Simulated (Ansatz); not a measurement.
# Effect of isotropic strain −5.37 % on hypothetical P6/mmm Rb3As

Consider Rb₃As (space group P6/mmm, No. 191; a = 6.186 Å, c = 6.768 Å; a hypothetical phase, not in the database extracts checked).

It is then changed as follows: the cell is scaled by 0.9463 in all directions; the atoms relax in the strained cell.

Method: PBEsol/PAW in Ansatz (a quantum-chemistry and plane-wave program), no spin-orbit coupling. Γ-centred 9×9×7 mesh, Fermi–Dirac width 0.05 eV.

| quantity | base | changed | shift |
|---|---|---|---|
| volume per atom | 56.07 Å³ | 47.52 Å³ | -8.557 Å³ |
| space group | P6/mmm (No. 191) | P6/mmm (No. 191) | – |
| shortest interatomic distance | 3.384 Å | 3.202 Å | -0.182 Å |
| energy relative to the base (free energy F) | 0 meV/atom | +51 meV/atom | +51 meV/atom |
| pressure (mean of the normal stresses, compression positive) | 0.0 GPa | 2.2 GPa | +2.2 GPa |
| band gap | zero | zero | – |

Final structure:

```xyz
4
Lattice="5.8540 0.0000 0.0000 -2.9270 5.0697 0.0000 0.0000 0.0000 6.4044" Properties=species:S:1:pos:R:3 pbc="T T T"
Rb     0.0000     0.0000     3.2022
Rb     0.0000     3.3798     0.0000
Rb     2.9270     1.6899     0.0000
As     0.0000     0.0000     0.0000
```

Stability against distortions was not tested. All final runs are without spin polarisation. The zero or small gap of Rb3As can change with the level of theory.
